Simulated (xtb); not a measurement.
xtb 6.7.1, GFN2-xTB: Co(amdMe)2 (CC1[N](C)[Co]2([N](C)C(C)=[N]->2C)<-[N]=1C), charge 0, multiplicity 4, 31 atoms. The geometry is a generated start, not checked to be a minimum at this level.

* **method**: GFN2-xTB
* **--acc**: 1 (default)
* **--etemp (K)**: 300 (default)
* **detailed input (--input)**: none: ANC optimiser, Lindh (1995) Hessian, microcycle=20, maxdispl=1.0, hlow=0.01 (default)
* **basis functions**: 76
* **valence electrons**: 79

Charge 0 and multiplicity 4 are set for this test and not shown to be the ground state. GFN-xTB has no spin term: --uhf 3 sets the occupations alone.

The structure is relaxed from this start with --opt LEVEL for the levels crude, sloppy, loose, lax, normal, tight, vtight, extreme, once each. Up to the end of the extreme run atoms move by at most 0.71 Å along an axis.

Task: Which level is enough to come within 1 meV of the tightest end point?

Result: tight: 68 cycles against 91, ending 0.16 meV above.

| level | cycles | energy above the extreme run (meV) | gradient norm (eV/Å) |
|---|---|---|---|
| crude | 1 | 11 | 0.14 |
| sloppy | 1 | 11 | 0.14 |
| loose | 1 | 11 | 0.14 |
| lax | 2 | 10 | 0.052 |
| normal | 14 | 7.0 | 0.011 |
| tight | 68 | 0.16 | 0.0056 |
| vtight | 90 | under 0.01 | 0.0029 |
| extreme | 91 | — | 0.0017 |
